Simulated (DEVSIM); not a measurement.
Device: abrupt Ge n-p junction, at 300 K.

| layer (left to right) | material | thickness (μm) | Nd (cm⁻³) | Na (cm⁻³) | τn (s) | τp (s) |
|---|---|---|---|---|---|---|
| 1 | Ge | 0.110 | 1.5e16 | - | 0.00023 | 0.00023 |
| 2 | Ge | 0.560 | - | 8.4e14 | 0.00023 | 0.00023 |

Left contact: ohmic. Right contact: ohmic. Voltage is applied to the left contact. Recombination: SRH at mid-gap, radiative, Auger. Mobility is constant in doping.

The device is made up for the run: typed textbook-type constants, with dimensions and the other settings drawn at random. Values at 300 K; Nc and Nv go as T^1.5, mobilities as T to minus their exponent, the gap by Varshni's rule with the affinity fixed.

```
parameter               Ge
----------------  --------
gap (eV)             0.664
affinity (eV)            4
permittivity            16
Nc (cm⁻³)          1.04e19
Nv (cm⁻³)             6e18
μn (cm²/Vs)           3900
μp (cm²/Vs)           1900
T exponent of μn      1.66
T exponent of μp      2.33
B (cm³/s)          6.4e-14
Cn (cm⁶/s)           1e-31
Cp (cm⁶/s)           1e-31
Varshni α (eV/K)  0.000477
Varshni β (K)          235
```

Model (solved in DEVSIM): 1D drift-diffusion, Boltzmann statistics, complete ionisation; no tunnelling, impact ionisation, image-force lowering or self-heating.

The temperature was swept, all else fixed.

| temperature (K) | largest field in the device at zero bias (V/cm) | potential step across the device at zero bias (V) |
|---|---|---|
| 250 | 8900 | 0.362 |
| 300 | 7900 | 0.265 |
| 350 | 7100 | 0.167 |
| 400 | ? | 0.091 |
| 450 | 4400 | 0.043 |
| 500 | 2800 | 0.017 |

**Question.** Complete the blanks.

**Answer.** 
- 400, largest field in the device at zero bias (V/cm): 6200
